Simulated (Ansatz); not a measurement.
# MoP under load (space group P-6m2): band-structure transport figures

Data:

```yaml
crystal:
  lattice:
    - [3.19869, 0.00000, 0.00000]
    - [-1.59935, 2.77015, 0.00000]
    - [0.00000, 0.00000, 3.17772]
  atoms:
    - { symbol: Mo, position: [0.00000, 0.00000, 0.00000] }
    - { symbol: P, position: [0.33333, 0.66667, 0.50000] }
```

These are PBEsol, rigid bands (plane waves, PAW, scalar-relativistic; Ansatz, a quantum-chemistry and plane-wave program) values and carry that method's errors. Condition of this run: biaxial stress xx = yy = 1 GPa (compression positive) (the target of the relaxation). Geometry: cell and atoms relaxed with PBEsol, then loaded as said.

```json
{
  "density of states at the Fermi level": "0.752 states/(eV·cell), both spins",
  "bare Sommerfeld coefficient": "0.89 mJ/(mol of atoms·K²)",
  "drude_plasma_energy": "5.3 (x), 5.3 (y), 6.2 (z) eV",
  "root-mean-square Fermi velocity": "6.7e5 m/s",
  "resistivity times τ": "17.5 (x), 17.5 (y), 12.9 (z) ×10⁻²² Ω·m·s"
}
```

A metal at this level (no band gap); rigid bands, thermally averaged at 300 K, both spins. Spin-orbit coupling is left out. τ is one relaxation time for all states.

Formula and space group known from diffraction (Crystallography Open Database), not checked to be the room-temperature form: MoP under load (space group P-6m2).
